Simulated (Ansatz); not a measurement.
**Hypothetical Fm-3m WSe2, pressure series**

Start from WSe2 (space group Fm-3m, No. 225; ferromagnetic; a hypothetical phase, not in the database extracts checked).

Space group Fm-3m (No. 225); a = 6.168 Å, b = 6.168 Å, c = 6.168 Å, α = 90.00°, β = 90.00°, γ = 90.00°

```tsv
atom	site	symmetry	x	y	z
W	4a	m-3m	0.0000	0.0000	0.0000
Se	8c	-43m	0.2500	0.2500	0.2500
```
(The calculation used a cell of 3 atoms; values per cell refer to that cell.)

Cell and atoms are relaxed at each pressure.

Method: PBEsol in Ansatz (plane waves to 420 eV, PAW, no SOC), earlier PAW set.

```
variant           magnetic state      density  largest site moment
----------------  --------------  -----------  -------------------
base               ferromagnetic   9.67 g/cm³              1.10 μB
pressure −2 GPa    ferromagnetic   9.50 g/cm³              1.17 μB
pressure −1 GPa    ferromagnetic   9.59 g/cm³              1.14 μB
pressure 3 GPa     ferromagnetic   9.93 g/cm³              1.00 μB
pressure 7 GPa     ferromagnetic  10.24 g/cm³              0.84 μB
pressure 15 GPa     non-magnetic  10.83 g/cm³              0.00 μB
pressure 30 GPa     non-magnetic  11.55 g/cm³              0.00 μB
pressure 50 GPa     non-magnetic  12.35 g/cm³              0.00 μB
pressure 75 GPa     non-magnetic  13.19 g/cm³              0.00 μB
pressure 100 GPa    non-magnetic  13.92 g/cm³              0.00 μB
```

Other magnetic orders, which the real material may have, were not ruled out. Load acts through the strain it causes; cell and atoms are relaxed under it. No phonon test of stability was made. Competing high-pressure phases were not computed. Seeded moments were not kept for pressure 15 GPa, pressure 30 GPa, pressure 50 GPa and pressure 75 GPa and more.

Ansatz is a quantum-chemistry and plane-wave program.
